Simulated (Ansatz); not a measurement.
Consider CdS in the zinc blende structure (space group F-43m, No. 216; a = 5.878 Å). Axes: x, y, z lie along the cube axes.

All numbers come from r2SCAN, PAW, 500 eV (Ansatz, a program for electronic structure; no spin-orbit coupling).

Now apply this change: a pure shear with ε_xy = ε_yx = 0.0114; the atoms relax in the strained cell.

### Question
Predict the stress tensor and what it implies for the stiffness.

### Answer
Stress of the strained cell less that of the base (GPa, compression positive):
```
  -0.01   -0.59    0.00
  -0.59   -0.01    0.00
   0.00    0.00   -0.01
```

Then −Δσ/γ with γ = 2ε = 0.0228 gives relaxed-ion elastic constants: C66 ≈ 26 GPa.

No phonon test of stability was made.
